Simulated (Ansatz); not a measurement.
BP (F-43m) under uniaxial stress along [001] (compression positive): band gap by r2SCAN with spin-orbit coupling, rigid bands (plane waves, PAW; Ansatz, a first-principles code). The unloaded cell, whose axes the loads refer to:

```yaml
crystal:
  lattice:
    - [0.00000, 2.26008, 2.26008]
    - [2.26008, 0.00000, 2.26008]
    - [2.26008, 2.26008, 0.00000]
  atoms:
    - { symbol: B, position: [0.00000, 0.00000, 0.00000] }
    - { symbol: P, position: [0.25000, 0.25000, 0.25000] }
```

```tsv
uniaxial stress along [001] (compression positive) (GPa)	volume per atom (Å³)	band gap (eV)
-28	12.28	0.70
-20	12.04	0.88
-12	11.83	1.07
-4	11.64	1.28
0	11.54	?
```

**Question.** Fit a straight line to band gap against the load over the rows given, and predict the row at 0 GPa.

**Answer.** The means are x̄ = -16.000 GPa and ȳ = 0.9825; Σ(x − x̄)(y − ȳ) = 7.720 and Σ(x − x̄)² = 320.0, so the slope is 24.1 meV per GPa, and the rows given lie within 9.0 meV of the line. At 0 GPa the line gives 1.37 eV; the calculation gives 1.38 eV, 0.83 % from it.

 Stresses and pressures are the targets of the relaxation. Gaps are resolved to about 0.01 eV. The structure type is held at every load. Geometry: cell and atoms relaxed with PBEsol.
